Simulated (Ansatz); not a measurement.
Defect: Sc-vacancy pair (Sc on one host Al site, one Al site vacant) in fcc Al, neutral cell. These are PBE, PAW (plane waves to 420 eV; Ansatz, a program for electronic structure) values and carry that method's errors.

Settings: 32 host sites, the relaxed PBE lattice, a 4×4×4 k-point mesh shifted by half a step, smearing 0.10 eV, spin-restricted, no image-charge correction. No zero-point or tunnelling terms. Forms of the defect that were not tried may lie lower. The start lies 0.25 eV above the lowest site run (PBE).

Barriers: single points on a 6×6×6 k-point mesh shifted by half a step at the bands' geometries.

The step: a nearby Al atom hops onto the vacant site (Sc-vacancy distance between ideal sites 2.86 → 4.04 Å); the atom moves 2.66 Å along (0.00, -0.45, 0.48) of the unit cell; the moving atom starts with neighbours 2 Al at 2.79, 3 Al at 2.82, 3 Al at 2.90, 2 Al at 2.95, Al at 3.00 Å and ends with 2 Al at 2.82, 2 Al at 2.83, Al at 2.84, 2 Al at 2.87, 3 Al at 2.92; Sc at 2.89 Å.

Task: Give the migration barrier of this step at the level PBE, PAW.

Result: 0.35 eV forward and 0.61 eV backward. At the saddle the moving atom has neighbours 4 Al at 2.63, Al at 3.09, Al at 3.10, Al at 3.19; Sc at 3.11 Å. The saddle point's order was not checked, and it lies on a symmetry element of the cell, where a band can be held.
